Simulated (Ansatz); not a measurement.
Adsorption energy and surface dipole of N on the 1x1 (0001) surface of hcp Ru, one in a 2x1 cell, started at the site 'hollow Ru-Ru-Ru over Ru at depth 2.1 Å', worked from the runs' numbers; total energies count from the potentials' own zero.

These are PBE (plane waves to 420 eV, PAW; Ansatz, a program for electronic structure) values and carry that method's errors.

Model: 9-atom slab, 6.3 Å thick at the start under the adsorbate (thin: gaps and levels are the slab's own), 6x12x1 mesh, Fermi-Dirac 0.1 eV, dipole correction, 4 atoms held, the rest relaxed; symmetry of the start imposed; no spin, no spin-orbit, no U, no dispersion correction. At the end it is bonded to 3 Ru. In PBE it is, or lies within 0.03 eV of, the lowest of the starts that converged.

```tsv
quantity	value
slab with the adsorbate	-47409.752 eV
clean slab, same cell and mesh	-47025.264 eV
reference, ½ N2(g)	-384.013 eV
area of the cell	12.83 Å²
change of the step from the bottom to the top vacuum level	0.918 eV
```

Problem. What is the adsorption energy against this reference?

Solution. E(slab + adsorbate) − E(slab) − E(reference) = -0.48 eV, so in this state the adsorbate is more stable than in the reference, at a coverage of 7.80 a nm².

Problem. What dipole does adsorption add to the slab along the outward normal (Helmholtz relation, ε₀ = 0.005526 e/(V·Å))?

Solution. p = −ε₀·A·ΔV = -0.065 e·Å = -0.31 D; its negative end points to the vacuum, which raises the vacuum level.
